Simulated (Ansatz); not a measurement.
Point defect N on the O site in corundum

Calculation: PBE, PAW (plane waves to 420 eV; Ansatz, an electronic-structure program). Cell: 120 sites, 2×2×1; final energies on a 2×2×2 Γ-centred mesh. Site at the start: the O site. Charged cells carry a point-charge image correction with potential alignment at far atoms. Dielectric constants: PBE linear response of the host. Host gap at this level: 5.85 eV. A cell of this size leaves errors of a few tenths of an eV. The semilocal functional narrows the gap, so deep levels can fall outside it. Spin–orbit coupling is left out. Each state is the lowest found from its start.

Formation energies E_f are given with the Fermi level at the valence-band maximum. Chemical conditions: Al-rich (Δμ(O) = -4.96 eV, Δμ(N) = -2.74 eV, bounded by wurtzite AlN; only phases computed here count, gases as isolated molecules at 0 K). Reference phases: N: N2 molecule in a box, O: O2 molecule in a box.

```csv
charge,moment (μB),point group,largest move off a lattice site (Å),image correction with alignment (eV),"E_f, Al-rich (eV)",above the lowest spin state (eV)
+1,not spin-polarised,C1,0.77,0.14,2.90,0.00
+1,2.0,C2,0.18,0.16,2.91,0.01
0,1.0,C2,0.06,0.00,3.28,0.00
−1,not spin-polarised,C2,0.07,0.18,5.01,0.00
```

Point groups are those of the whole cell at tolerances of 0.03 and 0.1 Å ("near" where only the looser one holds); none is given for unsettled states.

Transition levels above the valence-band maximum: ε(+1/0) = 0.38 eV; ε(0/−1) = 1.73 eV. On the lower envelope of the bound states, inside the gap: (+1/0) at 0.38 eV; (0/−1) at 1.73 eV.

Flagged in the runs: a host whose relaxation on this sampling wasn't shown to rest, a strain field that reaches the edge of the cell.

All states together cost around 3 core-hours (rough).
